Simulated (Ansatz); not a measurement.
Consider Rh in the fcc (Cu type) structure (space group Fm-3m, No. 225; a = 3.7551 Å; relaxed with 0.1 eV smearing).

All numbers come from plane-wave PAW DFT at the LDA level (Ansatz, a program for electronic structure, 420 eV), scalar-relativistic without spin-orbit coupling.

For the base:

```
Property   Result
--------  -------
Pressure  0.0 GPa
```

Perturbation: the cell is scaled by 1.0300 in all directions; the atoms relax in the strained cell.

### Question
How does this affect the energy relative to the base?

### Answer
The energy grows by 93 meV/atom.

### Question
What happens to the pressure?

### Answer
The pressure goes from zero to -22.3 GPa.

No phonon test of stability was made. The final runs are not spin-polarised. Rh lies near a magnetic instability that expansion can trigger; it was not tested.
